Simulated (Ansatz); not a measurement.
A self-consistent single point of Zn3Hg (Amm2, 4 atoms in the cell) with Ansatz (an electronic-structure program).

Level of theory: LDA (PW92), default PAW files made with PBE (plane waves; Ansatz).

```yaml
crystal:
  lattice:
    - [10.47985, 0.00000, 0.00000]
    - [0.00000, 1.43677, 2.47639]
    - [0.00000, -1.43677, 2.47639]
  atoms:
    - { symbol: Zn, position: [0.00000, 0.66453, 0.66453] }
    - { symbol: Zn, position: [0.21033, 0.34249, 0.34249] }
    - { symbol: Zn, position: [0.78967, 0.34249, 0.34249] }
    - { symbol: Hg, position: [0.50000, 0.65049, 0.65049] }
```

Reference input (self-consistent single point, DFT, LDA (PW92), plane waves, default PAW files made with PBE): kpoints.mp_grid.grid = 3 11 11; kpoints.mp_grid.shift = 0.5 0.5 0.5; hamiltonian.xc = lda; hamiltonian.pseudopotentials = {kind: paw} (the program's default PAW files); scf.occupations.method = fermi_dirac; scf.occupations.width = 0.05 eV. This run's input differs from it in these lines:

Ansatz 0.2 input:
```diff
@@ -12,3 +12,3 @@
 kpoints:
-  mp_grid: { grid: [3, 11, 11], shift: [0.5, 0.5, 0.5] }
+  mp_grid: { grid: [6, 26, 26], shift: [0.5, 0.5, 0.5] }
 hamiltonian:
```

Output, abridged:

```
SCF iter   1: F=—  HF=-23260.363762 eV  |F-HF|=—  |Δ(HF+E_count)|=         —  Δρ=5.08e-3  dr2=3.88e-2  ethr=1.77e-3  ⟨swp⟩=6.7  Hψ=75620  notcnv=0  defer=30
all-band conjugate gradients solve this SCF's bands
preconditioner: auto → Kerker (q_TF=auto, 2.601 Å⁻¹)
SCF iter   2: F=—  HF=-23260.361852 eV  |F-HF|=—  |Δ(HF+E_count)|=   1.91e-3  Δρ=2.21e-3  dr2=1.91e-2  ethr=6.93e-5  ⟨swp⟩=2.7  Hψ=34706  notcnv=0  defer=151
   [... lines left out ...]
SCF iter   6: F=—  HF=-23260.359196 eV  |F-HF|=—  |Δ(HF+E_count)|=   1.11e-5  Δρ=1.72e-4  dr2=1.45e-5  ethr=1.11e-7  ⟨swp⟩=2.0  Hψ=28889  notcnv=0  defer=189
SCF iter   7: F=—  HF=-23260.359187 eV  |F-HF|=—  |Δ(HF+E_count)|=   8.77e-6  Δρ=4.45e-5  dr2=1.15e-6  ethr=2.59e-8  ⟨swp⟩=2.0  Hψ=30577  notcnv=0  defer=197
SCF iter   8: F=—  HF=-23260.359187 eV  |F-HF|=—  |Δ(HF+E_count)|=   3.19e-7  Δρ=1.68e-5  dr2=2.84e-7  ethr=2.05e-9  ⟨swp⟩=2.0  Hψ=28066  notcnv=0  defer=197
SCF iter   9: F=-23260.359187 eV  HF=-23260.359187 eV  |F-HF|=2.73e-10  |Δ(HF+E_count)|=   3.94e-8  Δρ=3.18e-6  dr2=7.78e-9  ethr=1.79e-10  ⟨swp⟩=7.3  Hψ=81046  notcnv=0
SCF 1 converged in 9 iterations: F = -23260.359187 eV  dr2 = 7.78e-9
Free energy (F): -23260.359187 eV
Internal energy: -23260.348356 eV  (E = F + TS)
E sigma→0 (E₀):  -23260.353771 eV
Entropy (-TS):   -0.010831 eV (-2.708 meV/atom)
Fermi energy:    10.897260 eV
--- Forces (eV/Å), atoms counted from 1 ---
  atom   1  Zn    -0.00000000     0.00000000     0.03154845
  atom   2  Zn    -0.04931693    -0.00000000    -0.01179349
  atom   3  Zn     0.04931693    -0.00000000    -0.01179349
  atom   4  Hg    -0.00000000     0.00000000    -0.00795403
--- Stress (GPa, compression-positive) ---
       -6.392524      -0.000000      -0.000000
       -0.000000      -7.954155       0.000000
       -0.000000       0.000000      -8.462790
  P = ⅓ Tr σ = -7.6032 GPa (-76.032 kbar)
  The stress holds the Pulay correction. Without it, at fixed plane waves, as pw.x and ABINIT print it: P = -7.6517 GPa
```

The run converged in 9 iterations. Against the reference run the free energy is nearly the same (within 1 meV/atom), the pressure stays near -7.60 GPa while the yy stress (positive for compression) goes from -7.65 to -7.95 GPa and the largest force goes from 0.033 to 0.051 eV/Å.

The starting cell comes from a database of computed structures (which also holds hypothetical and non-ambient phases and stackings), without a prior relaxation at this level. With a pressure of about -8 GPa the cell is away from its equilibrium volume at this level. Ansatz's pressure includes its estimate of the finite-basis (Pulay) stress.

Cost on one core of a shared machine: roughly 2 min.
